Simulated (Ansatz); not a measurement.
## How the lattice constant a of MoGe (model structure, started from the TiAs type, P6₃/mmc, No. 194, 8 atoms in the cell) moves with the method

No measured value is used here.

| level (code) | value (Å) |
|---|---|
| PBE (Ansatz) | [?] |
| PBEsol (Ansatz) | 2.981 |
| PBE-D3(BJ) (Ansatz) | 2.975 |

Question: Complete the blanks.

Answer: 
- PBE (Ansatz, an electronic-structure program), value (Å): 3.021

Ansatz's density-functional and Hartree–Fock values are scalar-relativistic unless marked +SOC, with PAW data made under PBE.

A model structure was made by putting elements into a prototype or built by hand; it is no filed structure, need not be a known phase, and can be a saddle point held by its symmetry.
